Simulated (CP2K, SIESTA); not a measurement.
A CP2K input for a self-consistent single point of HgTe (F-43m, 2 atoms in the cell) (DFT PBE, GPW, DZVP-MOLOPT-SR-GTH basis, GTH-PBE potentials (GTH_POTENTIALS)):

```
&GLOBAL
  PROJECT calc
  RUN_TYPE ENERGY_FORCE
  PRINT_LEVEL MEDIUM
&END GLOBAL
&FORCE_EVAL
  METHOD Quickstep
  STRESS_TENSOR ANALYTICAL
  &DFT
    BASIS_SET_FILE_NAME BASIS_MOLOPT
    POTENTIAL_FILE_NAME GTH_POTENTIALS
    &QS
      METHOD GPW
      EPS_DEFAULT 1E-10
    &END QS
    &MGRID
      CUTOFF 500
      REL_CUTOFF 50
      NGRIDS 5
    &END MGRID
    &SCF
      SCF_GUESS ATOMIC
      EPS_SCF 1E-7
      MAX_SCF 100
      ADDED_MOS 4
      &DIAGONALIZATION
        ALGORITHM STANDARD
      &END DIAGONALIZATION
      &MIXING
        METHOD BROYDEN_MIXING
        ALPHA 0.3
        NBUFFER 12
      &END MIXING
      &SMEAR ON
        METHOD GAUSSIAN
        SIGMA [eV] 0.2
      &END SMEAR
    &END SCF
    &KPOINTS
      SCHEME MONKHORST-PACK 7 7 7
    &END KPOINTS
    &XC
      &XC_FUNCTIONAL PBE
      &END XC_FUNCTIONAL
    &END XC
    &PRINT
      &MO
        EIGENVALUES T
        OCCUPATION_NUMBERS T
        NDIGITS 8
        FILENAME mo
        &EACH
          QS_SCF 0
        &END EACH
        ADD_LAST NUMERIC
      &END MO
      &MULLIKEN ON
      &END MULLIKEN
    &END PRINT
  &END DFT
  &SUBSYS
    &CELL
      A 4.63629000 0.00000000 0.00000000
      B 2.31814500 4.01514500 0.00000000
      C 2.31814500 1.33838200 3.78551500
      PERIODIC XYZ
    &END CELL
    &COORD
      SCALED
      Hg       0.00000000     0.00000000     0.00000000
      Te       0.25000000     0.25000000     0.25000000
    &END COORD
    &KIND Hg
      BASIS_SET DZVP-MOLOPT-SR-GTH-q12
      POTENTIAL GTH-PBE-q12
    &END KIND
    &KIND Te
      BASIS_SET DZVP-MOLOPT-SR-GTH-q6
      POTENTIAL GTH-PBE-q6
    &END KIND
  &END SUBSYS
  &PRINT
    &FORCES ON
    &END FORCES
    &STRESS_TENSOR ON
    &END STRESS_TENSOR
  &END PRINT
&END FORCE_EVAL
```

Q: Give the SIESTA input for the same structure, mesh, smearing and functional.

A: This is the input that was run; spellings and numerical settings could be chosen otherwise.

```
# files in the folder: Hg.psml Te.psml (PseudoDojo PBE standard)
SystemName  HgTe
SystemLabel siesta

NumberOfAtoms                2
NumberOfSpecies              2
%block ChemicalSpeciesLabel
  1 80 Hg
  2 52 Te
%endblock ChemicalSpeciesLabel
LatticeConstant              4.636290 Ang
%block LatticeVectors
     0.000000000    0.707106760    0.707106760
     0.707106760    0.000000000    0.707106760
     0.707106760    0.707106760    0.000000000
%endblock LatticeVectors
AtomicCoordinatesFormat      Ang
%block AtomicCoordinatesAndAtomicSpecies
     0.000000000    0.000000000    0.000000000  1
     1.639176000    1.639176000    1.639176000  2
%endblock AtomicCoordinatesAndAtomicSpecies

XC.functional                GGA
XC.authors                   PBE
PAO.BasisSize                DZP
PAO.EnergyShift              0.005 Ry
MeshCutoff                   300 Ry
%block kgrid.MonkhorstPack
    7   0   0  0.0
    0   7   0  0.0
    0   0   7  0.0
%endblock kgrid.MonkhorstPack
OccupationFunction           MP
OccupationMPOrder            0
ElectronicTemperature        2320.9 K

MaxSCFIterations             150
SCF.Mixer.Method             Broyden
SCF.Mixer.Weight             0.2
SCF.Mixer.History            6
SCF.DM.Tolerance             1.0E-04
Diag.ParallelOverK           true
WriteForces                  true
```

Basis, cutoffs, solver keys and any potentials are the target program's own. This input uses DFT, GGA PBE, numerical atomic orbitals DZP, PseudoDojo PBE standard norm-conserving potentials (rewritten from UPF to PSML). Both were run: pressure 2.39 GPa in CP2K and 1.37 in SIESTA.

On CP2K: the starting cell comes from a database of computed structures (which also holds hypothetical and non-ambient phases and stackings), without a prior relaxation at this level. Its lattice was rescaled by a random factor within 2.5 % of one. For this run, on top of that: lattice scaled by 0.98. Values carry the incompleteness of an atom-centred basis. The run gives no clean gap (levels at the Fermi energy touch, overlap or are partly filled at this smearing), which alone does not show that the compound is a metal.

On SIESTA: the starting cell comes from a database of computed structures (which also holds hypothetical and non-ambient phases and stackings), without a prior relaxation at this level. Its lattice was rescaled by a random factor within 2.5 % of one. For this run, on top of that: lattice scaled by 0.98. Values carry the incompleteness of an atom-centred basis. The run gives no clean gap (levels at the Fermi energy touch, overlap or are partly filled at this smearing), which alone does not show that the compound is a metal.
